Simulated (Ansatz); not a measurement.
Take SnSe₂ in the CdI2 type structure (space group P-3m1, No. 164; a = 3.826 Å, c = 6.231 Å; layered, stacked along the Cartesian z axis) as the base. Axes: x lies along a and z along c of the hexagonal cell.

Computed with r2SCAN+rVV10/PAW in Ansatz (a quantum-chemistry and plane-wave program), without spin-orbit coupling.

Perturbation: uniaxial stress, 2 GPa compression along x, with the cell and atoms free to relax against it.

**Question.** Estimate the effect on the strain response.

**Answer.** The strain response (xx, yy, zz) is (−1.87, +0.42, +0.66) %.

Beyond what the load breaks, stability against distortions was not tested.
